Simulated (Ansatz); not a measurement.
## InSb: pressure series

Base system: InSb in the rock salt structure (space group Fm-3m, No. 225; a = 6.035 Å; a model cell, its experimental status unchecked).

Cell and atoms are relaxed at each pressure.

All numbers come from Kohn–Sham DFT with the PBEsol functional, run in Ansatz (a quantum-chemistry and plane-wave program) with PAW and 420 eV plane waves, no spin-orbit coupling.

Two rows of this table had their results exchanged by mistake.

| pressure | volume per atom (Å³) | shortest distance (Å) | band gap |
|---|---|---|---|
| pressure −2 GPa | 22.57 | 2.826 | zero |
| pressure −1 GPa | 28.00 | 3.036 | zero |
| pressure 1.8 GPa | 26.66 | 2.987 | zero |
| pressure 4.2 GPa | 25.77 | 2.954 | zero |
| pressure 9 GPa | 24.39 | 2.900 | zero |
| pressure 18 GPa | 28.57 | 3.057 | zero |
| pressure 30 GPa | 20.92 | 2.755 | zero |
| pressure 45 GPa | 19.48 | 2.690 | zero |
| pressure 60 GPa | 18.41 | 2.640 | zero |

Question: Which two?

Answer: The rows for pressure −2 GPa and pressure 18 GPa: the volume has to fall steadily with pressure, so 28.57 Å³ belongs to pressure −2 GPa and 22.57 Å³ to pressure 18 GPa.

Load acts through the strain it causes; cell and atoms are relaxed under it. No phonon test of stability was made. Competing high-pressure phases were not computed. The final runs are not spin-polarised. This is not the structure that InSb has at room temperature and ambient pressure.
